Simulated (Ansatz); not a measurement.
Take MgI2 in the CdI2 type structure (space group P-3m1, No. 164; a = 4.060 Å, c = 6.580 Å; layered, stacked along the Cartesian z axis) as the base.

Calculations: DFT with PBEsol-D3(BJ), PAW potentials and a 420 eV plane-wave cutoff in Ansatz (a first-principles code), no spin-orbit coupling.

For the base:

Band gap: 3.34 eV

One thing is altered: every lattice vector is stretched by 2.50 %, atoms relaxed at fixed cell.

What does the calculation give for the energy relative to the base after the change?

The energy increases by 11 meV/atom.

What happens to the band gap?

The band gap increases by 0.02 eV to 3.36 eV.

Spin-orbit coupling, missing from the scalar runs, can matter with I. The cells carry an imposed strain or load. No phonon test of stability was made.
